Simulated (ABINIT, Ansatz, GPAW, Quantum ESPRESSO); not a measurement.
# Code comparison for HfGa3 (I4/mmm, 4 atoms in the cell)

Self-consistent single point, at a second geometry (lattice scaled by 0.98). First geometry:

```
CELL_PARAMETERS angstrom
     -1.92856     1.92856     4.50131
      1.92856    -1.92856     4.50131
      1.92856     1.92856    -4.50131
ATOMIC_POSITIONS crystal
  Hf 0.00000 0.00000 0.00000
  Ga 0.50000 0.50000 0.00000
  Ga 0.75000 0.25000 0.50000
  Ga 0.25000 0.75000 0.50000
```

Shared settings, as Ansatz (a quantum-chemistry and plane-wave program) writes them: kpoints.mp_grid.grid = 8 8 8; scf.occupations.method = gaussian; scf.occupations.width = 0.136 eV. Potentials and cutoffs stand in the table.

```json
[
 {"code": "GPAW", "model": "PBEsol, GPAW PAW datasets PBEsol (made by gpaw-setup)", "ΔF from the first geometry (meV/atom)": "20.9", "pressure (GPa)": "7.64", "cutoff": "550 eV"},
 {"code": "Ansatz", "model": "PBEsol, PAW files made with PBE", "ΔF from the first geometry (meV/atom)": "13.5", "pressure (GPa)": "6.09", "cutoff": "420 eV"},
 {"code": "ABINIT", "model": "PBEsol, norm-conserving pseudopotentials (PseudoDojo nc-sr-04 PBEsol standard)", "ΔF from the first geometry (meV/atom)": "16.4", "pressure (GPa)": "6.63", "cutoff": "40 Ha"},
 {"code": "Quantum ESPRESSO", "model": "PBEsol, GBRV 1.5 ultrasoft (PBESOL) pseudopotentials", "ΔF from the first geometry (meV/atom)": "15.6", "pressure (GPa)": "6.17", "cutoff": "50 Ry"}
]
```

On Ansatz's run: spin-orbit coupling is off.

The spread over the programs that give each value: ΔF from the first geometry within 7.4 meV/atom; pressure within 1.55 GPa.

Ansatz's pressure is given at a fixed set of plane waves, as the other plane-wave codes print theirs; with its correction for the finite basis it is 6.15 GPa. In the pressure, GPAW (by 1.24) lies more than 1 GPa from the median of the plane-wave programs.

The starting cell comes from a database of computed structures (which also holds hypothetical and non-ambient phases and stackings), without a prior relaxation at this level. For this run, on top of that: lattice scaled by 0.98.

Left out of this page: Elk and FLEUR (not drawn, or without a comparable value); SIESTA (unsound by tests on forces, stress, charge or solver warnings).

Keys are those of Ansatz 0.2.
